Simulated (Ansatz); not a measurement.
Base system: Sn in the diamond structure (space group Fd-3m, No. 227; a = 6.655 Å).

(Cell as relaxed with PBE.)

Levels (all Ansatz, a quantum-chemistry and plane-wave program, PAW): PBE (420 eV, no spin-orbit coupling); r2SCAN (500 eV, no spin-orbit coupling).

Each level relaxes its own structure.

| base | PBE | r2SCAN |
|---|---|---|
| volume per atom | 36.85 Å³ | 35.40 Å³ |
| lattice parameter a | 6.655 Å | 6.567 Å |
| band gap | zero | zero |

The change: cell and atoms relaxed at a pressure of 15 GPa.

```
quantity                                   PBE  r2SCAN
-----------------------------  ---------------  ------
gap character                  indirect, Γ → L       …
shortest interatomic distance          2.664 Å       …
```

**Question.** Predict the r2SCAN column.

**Answer.** 
- gap character, r2SCAN: indirect, Γ → Γ–X (77 % along)
- shortest interatomic distance, r2SCAN: 2.651 Å

They disagree on the gap character; PBE's shortest interatomic distance lies 0.013 Å above r2SCAN's (0.5 %). Neither level is exact; r2SCAN is the comparison here, not a measurement.

Load acts through the strain it causes; cell and atoms are relaxed under it. No phonon test of stability was made. Tetrahedral semiconductors of this kind turn to denser phases somewhere between about 1 and 50 GPa; those were not computed, so compressed cells here can lie past the real transition. The zero or small gap of Sn can change with the level of theory.
